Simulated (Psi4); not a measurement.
Psi4 1.11, WB97X/def2-svp: B(CF3)(H)2 (BC(F)(F)F), 7 atoms. The geometry is a generated start, not checked to be a minimum at this level.

```json
{
  "task": "energy",
  "method": "wb97x",
  "basis": "def2-svp",
  "memory": "3 GB",
  "maxiter": "100",
  "keys_of_the_molecule_block": "symmetry c1",
  "scf_type": "df (default)",
  "e_convergence": "1e-06 (default)",
  "d_convergence": "1e-06 (default)",
  "dft_radial_points": "75 (default)",
  "dft_spherical_points": "302 (default)",
  "basis_functions": "80",
  "grid_points": "151927"
}
```

```xyz
7

B      0.6945     0.2389     0.6671
C     -0.4153    -0.1761    -0.4232
F     -1.5032     0.6175    -0.2800
F     -0.8746    -1.4407    -0.3363
F     -0.0145    -0.0304    -1.7053
H      0.8040    -0.4119     1.6223
H      1.3091     1.2026     0.4555
```

With the defaults (diis = true, scf_initial_accelerator = adiis, damping_percentage = 0, guess = auto, which took SAD, diis_max_vecs = 10) it converges in 8 SCF iterations. One run each on 2 threads, with these changes:
- damping_percentage = 20
- diis = false, scf_initial_accelerator = none, damping_percentage = 60
- guess = sapgau
- diis_max_vecs = 3
- guess = modhuckel
- diis_max_vecs = 20
- diis_max_vecs = 6
- scf_initial_accelerator = ediis
- guess = gwh

Q: Name the settings that don't reach the solution of the defaults.

A: No convergence: diis = false, scf_initial_accelerator = none, damping_percentage = 60 (the run ends without SCF convergence in 100 iterations). The rest reach the solution of the defaults.

```tsv
setting	SCF iterations	end
the defaults	8	same solution
diis_max_vecs = 20	8	same solution
scf_initial_accelerator = ediis	8	same solution
diis_max_vecs = 6	8	same solution
diis_max_vecs = 3	9	same solution
guess = sapgau	9	same solution
guess = modhuckel	10	same solution
guess = gwh	11	same solution
damping_percentage = 20	17	same solution
diis = false, scf_initial_accelerator = none, damping_percentage = 60	100	no convergence
```
